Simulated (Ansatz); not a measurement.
A self-consistent single point of CdHOF (P2_1, 8 atoms in the cell) with Ansatz (a program for electronic structure).

Method: LDA (PW92), PAW files at level accurate made with PBE (plane waves; Ansatz).

```
CELL_PARAMETERS angstrom
      3.53436     0.00000     0.00000
      0.00000     4.84469     0.00000
     -0.00816     0.00000     5.62795
ATOMIC_POSITIONS crystal
  Cd 0.74776 0.75453 0.73337
  Cd 0.25224 0.25453 0.26663
  H  0.74970 0.68417 0.27240
  H  0.25030 0.18417 0.72760
  O  0.24816 0.02155 0.61969
  O  0.75184 0.52155 0.38031
  F  0.24887 0.47975 0.89420
  F  0.75113 0.97975 0.10580
```

Reference input (self-consistent single point, DFT, LDA (PW92), plane waves, harder PAW files (source: ansatz) made with PBE): basis.ecutwfc = 1050 eV; kpoints.mp_grid.grid = 6 5 4; hamiltonian.xc = lda; hamiltonian.pseudopotentials = {kind: paw, source: ansatz}; scf.occupations.method = fixed. This run's input differs from it in these lines:

Ansatz 0.2 input:
```diff
@@ -15,4 +15,2 @@
     - { symbol: F, position_ang: [2.653900, 4.746585, 0.595438] }
-basis:
-  ecutwfc: 1050.0 eV
 kpoints:
@@ -21,3 +19,3 @@
   xc: lda
-  pseudopotentials: { kind: paw, source: ansatz }
+  pseudopotentials: { kind: paw, level: accurate }
 scf:
```

Output (repeated stretches shortened):

```
SCF iter   1: F=—  HF=-18984.226650 eV  |F-HF|=—  |Δ(HF+E_count)|=         —  Δρ=2.69e-1  dr2=7.05e1  ethr=3.10e-3  ⟨swp⟩=4.6  Hψ=5558  notcnv=0  defer=251
all-band conjugate gradients solve this SCF's bands
   [... lines left out ...]
SCF iter   8: F=—  HF=-18969.035944 eV  |F-HF|=—  |Δ(HF+E_count)|=   3.03e-5  Δρ=1.91e-4  dr2=4.46e-5  ethr=1.05e-6  ⟨swp⟩=2.0  Hψ=1905  notcnv=0  defer=251
SCF iter   9: F=—  HF=-18969.035946 eV  |F-HF|=—  |Δ(HF+E_count)|=   2.15e-6  Δρ=5.24e-5  dr2=2.88e-6  ethr=6.56e-8  ⟨swp⟩=2.2  Hψ=2392  notcnv=0  defer=156
SCF iter  10: F=—  HF=-18969.035946 eV  |F-HF|=—  |Δ(HF+E_count)|=   3.01e-7  Δρ=1.57e-5  dr2=2.66e-7  ethr=4.23e-9  ⟨swp⟩=2.0  Hψ=2665  notcnv=0  defer=157
SCF iter  11: F=-18969.035946 eV  HF=-18969.035946 eV  |F-HF|=1.66e-9  |Δ(HF+E_count)|=   5.62e-8  Δρ=2.08e-6  dr2=4.84e-9  ethr=1.47e-10  ⟨swp⟩=12.1  Hψ=9617  notcnv=0
SCF 1 converged in 11 iterations: F = -18969.035946 eV  dr2 = 4.84e-9
Free energy (F): -18969.035946 eV
Internal energy: -18969.035946 eV  (E = F + TS)
E sigma→0 (E₀):  -18969.035946 eV
Fermi energy:    5.037297 eV
--- Forces (eV/Å), atoms counted from 1 ---
  atom   1  Cd     0.01831867     0.09753947    -0.14534676
  atom   2  Cd    -0.01831867     0.09753947     0.14534676
  atom   3  H      0.02018268     0.13783880    -0.12789789
  atom   4  H     -0.02018268     0.13783880     0.12789789
  atom   5  O      0.01911243    -0.31458043    -0.11769209
  atom   6  O     -0.01911243    -0.31458043     0.11769209
  atom   7  F      0.00861589     0.07922187    -0.04979159
  atom   8  F     -0.00861589     0.07922187     0.04979159
--- Stress (GPa, compression-positive) ---
       -9.292769       0.000000       0.024316
        0.000000      -7.782866       0.000000
        0.024316       0.000000      -8.377442
  P = ⅓ Tr σ = -8.4844 GPa (-84.844 kbar)
  The stress holds the Pulay correction. Without it, at fixed plane waves, as pw.x and ABINIT print it: P = -8.4959 GPa
```

The run converged in 11 iterations. Against the reference run the pressure moves little (-8.49 to -8.48 GPa), the largest force stays at 0.336 eV/Å and the gap on the mesh stays at 1.610 eV. The full log also holds: “WARN basis.ecutwfc = 1300 eV, the default”.

The starting cell comes from a database of computed structures (which also holds hypothetical and non-ambient phases and stackings), without a prior relaxation at this level. With a pressure of about -8 GPa the cell is away from its equilibrium volume at this level. Ansatz's pressure includes its estimate of the finite-basis (Pulay) stress.

Cost on one core of a shared machine: roughly 90 s.
